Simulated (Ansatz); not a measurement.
The starting structures come from a database of crystals and need not be the phases stable at ambient conditions.

The decay constant κ of evanescent states in the gap governs leakage through a thin film.

Here is the system:

```yaml
crystal:
  lattice:
    - [6.37927, 0.00000, 0.00000]
    - [0.00000, 6.60080, 0.00000]
    - [3.18963, 3.30040, 7.23660]
  atoms:
    - { symbol: K, position: [0.32563, 0.57988, 0.34874] }
    - { symbol: K, position: [0.67437, 0.42012, 0.65126] }
    - { symbol: K, position: [0.17437, 0.92862, 0.65126] }
    - { symbol: K, position: [0.82563, 0.07138, 0.34874] }
    - { symbol: Na, position: [0.25000, 0.00000, 0.00000] }
    - { symbol: Na, position: [0.75000, 0.00000, 0.00000] }
    - { symbol: Ga, position: [0.75000, 0.50000, 0.00000] }
    - { symbol: Ga, position: [0.25000, 0.50000, 0.00000] }
    - { symbol: P, position: [0.09119, 0.39180, 0.81762] }
    - { symbol: P, position: [0.90881, 0.60820, 0.18238] }
    - { symbol: P, position: [0.40881, 0.20942, 0.18238] }
    - { symbol: P, position: [0.59119, 0.79058, 0.81762] }
```

Space group of this cell: Ibam. The cell is taken as given.

Transport runs along the normal of the first two printed cell vectors.

The gap is the functional's own. No spin-orbit coupling. Mid-gap values are interpolated on the energy grid.

Problem. Compute, with PBEsol (Ansatz, a first-principles code), the band gap and the smallest decay constant κ at mid-gap.

Solution. Gap 1.33 eV on a 6×6×6 mesh; κ = 0.141 1/Å, at the zone centre.
